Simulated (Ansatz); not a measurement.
For AlPt (Pm-3m, No. 221, 2 atoms in the cell; start mp-10903), LDA (Ansatz, a first-principles code, PAW) gives:

```
Quantity                                 Value
------------------------------  --------------
equilibrium lattice constant a         3.039 Å
enthalpy of formation           -0.952 eV/atom
```

Problem. What does r²SCAN in Ansatz (plane waves, PAW) give for the same quantities?

Solution. 
- lattice constant a: 3.066 Å (increases by 0.9 %)
- formation enthalpy: -0.984 eV/atom (moves by -0.032 eV/atom)

Changes are worked out from the printed values.

Unless a cell is named, each level is at its own relaxed cell (LDA 14.03, r²SCAN 14.41 Å³/atom).

Levels without +SOC leave out spin–orbit coupling, which shifts energies and cells of such heavy elements.

The crystal itself was run without spin with LDA, r²SCAN; a magnetic state was not tried in these runs.

Caveats: the relaxation could not lower the start's symmetry, so the cell can be a saddle point above a distorted one (LDA, r²SCAN). Ansatz's density-functional and Hartree–Fock values are scalar-relativistic unless marked +SOC, with PAW data made under PBE.

A start named mp-… is a Materials Project structure, which need not be a measured phase.
